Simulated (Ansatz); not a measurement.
**Ba in the diamond structure (space group Fd-3m, No. 227; a hypothetical phase, not in the database extracts checked)**

Ba is modelled in the cubic space group Fd-3m, origin choice 1 (No. 227), the diamond structure, Pearson symbol cF8. Lattice parameters: a = 7.404 Å, b = 7.404 Å, c = 7.404 Å, α = 90.00°, β = 90.00°, γ = 90.00°. Ba on 8a is surrounded by 4 Ba at 3.206 Å and 12 Ba at 5.236 Å. (Neighbours: up to the widest gap in distance over summed covalent radii, below 1.35, at either atom.)
(The calculation used a cell of 2 atoms; values per cell refer to that cell.)

Calculations: plane-wave PAW DFT at the PBEsol level (Ansatz, a first-principles code, 420 eV), no spin-orbit coupling. Settings: 11×11×11 k-points, 0.05 eV Fermi–Dirac smearing.

The volume per atom is 50.74 Å³ and the density is 4.49 g/cm³. The band gap is zero and the total energy is -5861.746 eV/atom (σ→0; compares only within this code and set-up).

No phonon test of stability was made.
